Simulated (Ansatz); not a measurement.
Base system: ZnSe in the zinc blende structure (space group F-43m, No. 216).

```xyz
2
Lattice="0.0000 2.8327 2.8327 2.8327 0.0000 2.8327 2.8327 2.8327 0.0000" Properties=species:S:1:pos:R:3 pbc="T T T"
Se     4.2491     4.2491     4.2491
Zn     0.0000     0.0000     0.0000
```

Calculations: r2SCAN (Ansatz, an electronic-structure program, PAW, scalar-relativistic without spin-orbit coupling).

Before the change:

```
Item                Value
---------------  --------
Band gap          1.87 eV
Volume per atom  22.73 Å³
```

Modification: hydrostatic tension (pressure −1 GPa).

Task: How does this affect the band gap and volume per atom?

Result: The band gap shrinks by 0.07 eV to 1.80 eV; the volume per atom rises by 0.36 Å³ to 23.09 Å³.

Load acts through the strain it causes; cell and atoms are relaxed under it. Semilocal Kohn–Sham gaps tend to fall short of experiment. Stability against distortions was not tested.
